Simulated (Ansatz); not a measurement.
Consider Nb in the bcc (W type) structure (space group Im-3m, No. 229; a = 3.311 Å; relaxed with 0.1 eV smearing).

The values are results of PBE (Ansatz, a program for electronic structure; PAW; 420 eV plane waves; no SOC), not measurements.

Before the change:

```
Quantity   Result
--------  -------
Pressure  0.0 GPa
```

Perturbation: every lattice vector is shortened by 2.00 %, atoms relaxed at fixed cell.

Predict the new pressure and energy relative to the base.

The pressure goes from zero to 11.4 GPa; the energy goes up by 36 meV/atom.

The cells carry an imposed strain or load. Whether these cells are dynamically stable was not tested. The final runs are not spin-polarised.
